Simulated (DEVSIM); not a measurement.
Device: Ni/Al2O3/SiO2/p-Si capacitor, at 300 K.

| layer (left to right) | material | thickness (nm) | Na (cm⁻³) |
|---|---|---|---|
| 1 | Al2O3 | 10.0 | - |
| 2 | SiO2 | 0.640 | - |
| 3 | Si | 5500 | 1.1e16 |

Metal gate on the left, work function 5.1 eV. Fixed charge at the semiconductor interface 0 cm⁻² (in units of +e); interface traps 4.9e11 cm⁻² eV⁻¹, uniform in energy, neutral level at 0.3 of the gap above the valence band.

Constants are typed, rounded textbook-type inputs, not results; the design itself was drawn at random and stands for no fabricated device. Values at 300 K; Nc and Nv go as T^1.5, mobilities as T to minus their exponent, the gap by Varshni's rule with the affinity fixed.

```
parameter         Al2O3  SiO2        Si
----------------  -----  ----  --------
gap (eV)            6.8     9     1.124
affinity (eV)      1.35   0.9      4.05
permittivity          9   3.9      11.7
Nc (cm⁻³)             -     -   2.86e19
Nv (cm⁻³)             -     -    3.1e19
Varshni α (eV/K)      -     -  0.000473
Varshni β (K)         -     -       636
```

DEVSIM, 1D Poisson equation in equilibrium, Boltzmann statistics, complete ionisation; no quantum confinement or tunnelling. Metal contacts follow the ideal Schottky-Mott rule: no Fermi-level pinning, no interface dipoles.

The temperature was swept, all else fixed.

```
temperature (K)  threshold voltage (band bending 2φF) (V)  flat-band voltage (V)  minimum of the low-frequency capacitance (μF/cm²)
---------------  ----------------------------------------  ---------------------  -------------------------------------------------
250                                                  1.04                   0.06                                             0.0991
300                                                  0.99                   0.12                                              0.102
350                                                  0.93                   0.18                                              0.105
400                                                  0.88                   0.24                                              0.110
450                                                  0.83                   0.30                                              0.116
500                                                  0.77                   0.37                                              0.129
```

From the first row to the last the threshold voltage (band bending 2φF) goes from 1.04 to 0.77. From the first row to the last the flat-band voltage goes from 0.06 to 0.37.
